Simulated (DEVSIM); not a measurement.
Structure: Si n-i-p diode, at 300 K.

Layer 1 from the left is Si, thickness (μm) 0.620, Nd (cm⁻³) 3e17, τn (s) 5.7e-6, τp (s) 5.7e-6. Layer 2 from the left is Si, thickness (μm) 36.0, Na (cm⁻³) 1.5e12, τn (s) 5.7e-6, τp (s) 5.7e-6. Layer 3 from the left is Si, thickness (μm) 2.60, Na (cm⁻³) 2.4e18, τn (s) 5.7e-6, τp (s) 5.7e-6.

Left contact: ohmic. Right contact: ohmic. Voltage is applied to the left contact. Recombination: SRH at mid-gap. Mobility is μmin + (μ − μmin)/(1 + (N/Nref)^α).

The device is made up for the run: typed textbook-type constants, with dimensions and the other settings drawn at random. Values at 300 K.

Si: gap (eV) 1.124, affinity (eV) 4.05, permittivity 11.7, Nc (cm⁻³) 2.86e19, Nv (cm⁻³) 3.1e19, μn (cm²/Vs) 1417, μp (cm²/Vs) 470, μn,min 52, μp,min 45, Nref,n 9.7e16, Nref,p 2.2e17, αn 0.68, αp 0.72.

DEVSIM, 1D drift-diffusion, Boltzmann statistics, complete ionisation; no tunnelling, impact ionisation, image-force lowering or self-heating.

Task: What does the simulation give for the dark forward voltage at 1 A/cm², the potential step across the device at zero bias, the dark forward voltage at 100 A/cm²?

Result: dark forward voltage at 1 A/cm² 0.671 V; potential step across the device at zero bias 0.940 V; dark forward voltage at 100 A/cm² 0.839 V.
